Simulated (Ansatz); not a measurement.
**What uniaxial strain ε_zz = +2.40 % does to TiO2**

Consider TiO₂ in the anatase structure (space group I4_1/amd, No. 141; a = 3.7393 Å, c = 9.4551 Å). Axes: x, y, z lie along a, b, c of the conventional cell.

It is then changed as follows: uniaxial strain ε_zz = +2.40 %, all other strain components held at zero; the atoms relax in the strained cell.

Method: Ansatz (a quantum-chemistry and plane-wave program) LDA, scalar-relativistic without spin-orbit coupling. Γ-centred 12×12×12 mesh, Fermi–Dirac width 0.05 eV.

```tsv
quantity	base	changed	shift
volume per atom	11.02 Å³	11.28 Å³	+0.26 Å³
space group	I4_1/amd (No. 141)	I4_1/amd (No. 141)	–
energy relative to the base (free energy F)	0 meV/atom	+4.0 meV/atom	+4.0 meV/atom
pressure (mean of the normal stresses, compression positive)	0.00 GPa	-4.06 GPa	-4.06 GPa
band gap	2.08 eV	2.16 eV	+0.08 eV
gap character	indirect, Γ–X (87 % along) → Γ	indirect, Γ–X (87 % along) → Γ	–
width of the top valence band	0.86 eV	0.79 eV	-0.07 eV
stress (xx, yy, zz, yz, xz, xy; compression positive)	–	(-3.71, -3.71, -4.77, 0.00, 0.00, 0.00) GPa	–
```

No phonon test of stability was made. The final runs are not spin-polarised.
